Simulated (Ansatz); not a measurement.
Consider PbF2 in the fluorite structure (space group Fm-3m, No. 225).

```cif
data_F2Pb
_chemical_formula_sum 'Pb1 F2'
_space_group_name_H-M_alt 'P 1'
_space_group_IT_number 1
_cell_length_a 4.17091
_cell_length_b 4.17091
_cell_length_c 4.17091
_cell_angle_alpha 60.000
_cell_angle_beta 60.000
_cell_angle_gamma 60.000
loop_
_space_group_symop_operation_xyz
  'x, y, z'
loop_
_atom_site_label
_atom_site_type_symbol
_atom_site_fract_x
_atom_site_fract_y
_atom_site_fract_z
_atom_site_occupancy
Pb1 Pb 0.00000 0.00000 0.00000 1
F1 F 0.75000 0.75000 0.75000 1
F2 F 0.25000 0.25000 0.25000 1
```

Level of theory: PBEsol (Ansatz, an electronic-structure program, PAW, without spin-orbit coupling).

For the base:

Lattice parameter a: 11.147 bohr
Smallest direct gap: 4.46 eV

One thing is altered: every Pb is replaced by Ge; the structure is relaxed again.

Question: Predict the new lattice parameter a and smallest direct gap.

Answer: The lattice parameter a drops by 0.841 bohr (11.147 bohr → 10.306 bohr); the smallest direct gap falls by 0.41 eV (4.46 eV → 4.05 eV).

With Pb present, leaving out spin-orbit coupling can change the band edges. Whether these cells are dynamically stable was not tested. As relaxed here, GeF2 is a hypothetical phase, not in the database extracts checked.
